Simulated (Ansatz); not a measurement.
Worked example: self-consistent single point of HfMn6Ge6 (P6/mmm, 13 atoms in the cell) in Ansatz (a quantum-chemistry and plane-wave program).

Computed with PBEsol, default PAW files made with PBE (plane waves; Ansatz).

```yaml
crystal:
  lattice:
    - [5.09120, 0.00000, 0.00000]
    - [-2.54560, 4.40911, 0.00000]
    - [0.00000, 0.00000, 8.13815]
  atoms:
    - { symbol: Hf, position: [0.00000, 0.00000, 0.00000], spin: 1.0 }
    - { symbol: Mn, position: [0.00000, 0.50000, 0.75003], spin: 4.0 }
    - { symbol: Mn, position: [0.00000, 0.50000, 0.24997], spin: 4.0 }
    - { symbol: Mn, position: [0.50000, 0.00000, 0.75003], spin: 4.0 }
    - { symbol: Mn, position: [0.50000, 0.00000, 0.24997], spin: 4.0 }
    - { symbol: Mn, position: [0.50000, 0.50000, 0.75003], spin: 4.0 }
    - { symbol: Mn, position: [0.50000, 0.50000, 0.24997], spin: 4.0 }
    - { symbol: Ge, position: [0.00000, 0.00000, 0.66303] }
    - { symbol: Ge, position: [0.00000, 0.00000, 0.33697] }
    - { symbol: Ge, position: [0.33333, 0.66667, 0.00000] }
    - { symbol: Ge, position: [0.66667, 0.33333, 0.00000] }
    - { symbol: Ge, position: [0.66667, 0.33333, 0.50000] }
    - { symbol: Ge, position: [0.33333, 0.66667, 0.50000] }
```
(The spins are starting values, not results.)

Reference input (self-consistent single point, DFT, PBEsol, plane waves, default PAW files made with PBE): basis.ecutwfc = 420 eV; kpoints.mp_grid.grid = 7 7 4; hamiltonian.xc = pbesol; hamiltonian.pseudopotentials = {kind: paw} (the program's default PAW files); magnetization.spin_polarized = true; scf.occupations.method = gaussian; scf.occupations.width = 0.1 eV. This run's input differs from it in these lines:

Ansatz 0.2 input:
```diff
@@ -20,3 +20,3 @@
 basis:
-  ecutwfc: 420.0
+  ecutwfc: 250.0
 kpoints:
```

Log, with long lists cut:

```
SCF iter   1: F=—  HF=-64325.337961 eV  |F-HF|=—  |Δ(HF+E_count)|=         —  Δρ=1.59e-1 (↑1.59e-1 ↓7.93e-2)  dr2=2.63e1  dr2_m=2.21e1  M=12.187 μB ∫|m|=13.350 μB  β_m=0.30  ethr=3.10e-3  ⟨swp⟩=4.6  Hψ=19222  notcnv=0  defer=35
Mixer restart at iter 1: flushing history
all-band conjugate gradients solve this SCF's bands
preconditioner: auto → Kerker (q_TF=auto, 2.770 Å⁻¹)
   [... lines left out ...]
SCF iter  15: F=—  HF=-64318.276782 eV  |F-HF|=—  |Δ(HF+E_count)|=   3.41e-9  Δρ=3.71e-6 (↑3.43e-6 ↓3.71e-6)  dr2=1.27e-7  dr2_m=2.32e-10  M=12.086 μB ∫|m|=13.963 μB  β_m=0.91  ethr=1.81e-11  ⟨swp⟩=2.0  Hψ=10362  notcnv=0  defer=948
SCF iter  16: F=-64318.276782 eV  HF=-64318.276782 eV  |F-HF|=2.29e-8  |Δ(HF+E_count)|=   1.14e-8  Δρ=1.61e-6 (↑1.51e-6 ↓1.61e-6)  dr2=2.42e-8  dr2_m=3.59e-11  M=12.086 μB ∫|m|=13.963 μB  ethr=1.81e-11  ⟨swp⟩=6.6  Hψ=22821  notcnv=0
SCF 1 converged in 16 iterations: F = -64318.276782 eV  dr2 = 2.42e-8
WARN: the starting moments were not kept: 1 of 7 ended reversed and 6 kept their direction, counting a site from 0.1 μB …
Magnetization: 12.0858 μB (106.0429 up, 93.9571 down)
   [... lines left out ...]
Absolute magnetization: 13.9667 μB (∫|ρ↑−ρ↓|, with the PAW one-centre terms)
Free energy (F): -64318.276782 eV
Fermi energy:    16.595536 eV
   [... lines left out ...]
  atom  13  Ge     0.00000000     0.00000000     0.00000000
--- Stress (GPa, compression-positive) ---
       -0.148346       0.000000       0.000000
        0.000000      -0.148346       0.000000
        0.000000       0.000000      -7.221589
  P = ⅓ Tr σ = -2.5061 GPa (-25.061 kbar)
  The stress holds the Pulay correction. Without it, at fixed plane waves, as pw.x and ABINIT print it: P = -106.1330 GPa
```

The run converged in 16 iterations. Against the reference run the free energy goes up by 1.35 eV/atom, the pressure goes from -5.82 to -2.51 GPa, the largest force goes from 0.106 to 0.168 eV/Å and the size of the net moment hardly changes (0.91 to 0.93 μB/atom).

The starting cell comes from a database of computed structures (which also holds hypothetical and non-ambient phases and stackings), without a prior relaxation at this level. The magnetic order is the one reached from the typed start; others were not searched systematically. The program warned that a starting moment was not kept. Ansatz's pressure includes its estimate of the finite-basis (Pulay) stress. Without the estimate this run gives -106.13 GPa. The cutoff lies below the one recommended for these files.

Cost on one core of a shared machine: roughly 2 min.
